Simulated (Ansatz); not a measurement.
**Mo with two functionals, pressure 18 GPa**

The reference is Mo in the bcc (W type) structure (space group Im-3m, No. 229; a = 3.1608 Å).

(Cell as relaxed with PBE.)

Levels (all Ansatz, a quantum-chemistry and plane-wave program, PAW, earlier PAW set): PBE (420 eV, spin-orbit coupling left out); r2SCAN (500 eV, no spin-orbit coupling).

Each level relaxes its own structure.

| base | PBE | r2SCAN |
|---|---|---|
| volume per atom | 15.79 Å³ | 15.64 Å³ |
| lattice parameter a | 316.1 pm | 315.1 pm |
| band gap | zero | zero |

Modification: cell and atoms relaxed at a pressure of 18 GPa.

| quantity | PBE | r2SCAN |
|---|---|---|
| volume per atom | 14.85 Å³ | … |
| band gap | zero | … |

### Question
Given the PBE results, estimate those of r2SCAN.

### Answer

- volume per atom, r2SCAN: 14.75 Å³
- band gap, r2SCAN: zero

PBE's volume per atom lies 0.10 Å³ above r2SCAN's (0.7 %); the two agree on the band gap. Neither level is exact; r2SCAN is the comparison here, not a measurement.

Load acts through the strain it causes; cell and atoms are relaxed under it. Stability against distortions was not tested. Competing high-pressure phases were not computed. The final runs are not spin-polarised.
